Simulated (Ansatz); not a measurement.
# Cu, response to strain

Start from Cu in the fcc (Cu type) structure (space group Fm-3m, No. 225; a = 3.5768 Å; relaxed with 0.1 eV smearing).

Strains are applied to the cell and any free atomic positions relax.

Computed with r2SCAN, PAW, 500 eV (Ansatz, a quantum-chemistry and plane-wave program; scalar-relativistic without spin-orbit coupling).

| isotropic strain (%) | pressure (GPa) |
|---|---|
| 0 | 0.0 |
| 0.5 | -2.4 |
| 1 | -4.5 |
| 1.5 | -6.5 |
| 2 | ? |
| 2.5 | -10.0 |
| 3 | -11.5 |

Task: Fit P = P₀ − Bδ + Cδ² with δ = (1 + ε)³ − 1 to the rows shown and predict the withheld row.

Result: Least squares on the printed values gives P₀ = 0.0 GPa, B = 160 GPa, C = 390 GPa (largest residual 0.1 GPa); this predicts -8.3 GPa, and the run gives -8.3 GPa, in agreement.

Whether these cells are dynamically stable was not tested. The final runs are not spin-polarised.
